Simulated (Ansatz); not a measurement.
Results of HSE06 (Ansatz, a program for electronic structure, plane waves, PAW) for rutile MgH₂.

Run with plane-wave cutoff 460 eV, 6×6×8 k mesh (along the axes of the cell as run), Fermi–Dirac smearing 0.01 eV, scalar-relativistic PAW data made under PBE.

The cell has the measured lattice parameters. Conventional cell: a = 4.5010 Å, b = 4.5010 Å, c = 3.0100 Å, α = 90.00°, β = 90.00°, γ = 90.00°.

```
MgH2
1.0
    4.50100     0.00000     0.00000
    0.00000     4.50100     0.00000
    0.00000     0.00000     3.01000
Mg H
2 4
Direct
  0.00000   0.00000   0.00000
  0.50000   0.50000   0.50000
  0.30600   0.30600   0.00000
  0.80600   0.19400   0.50000
  0.19400   0.80600   0.50000
  0.69400   0.69400   0.00000
```

List the 8 lowest band energies at Γ above −25 eV (eV, relative to the valence band maximum), grouping those that round alike.

At Γ: -7.09, -1.57 (×2), -0.46, 5.76, 6.30, 10.50 (×2).

Note: the run warned that its exchange threshold was loose for the stress; cell and atoms aren't relaxed at this level (largest force component 0.04 eV/Å, pressure -0.5 GPa).
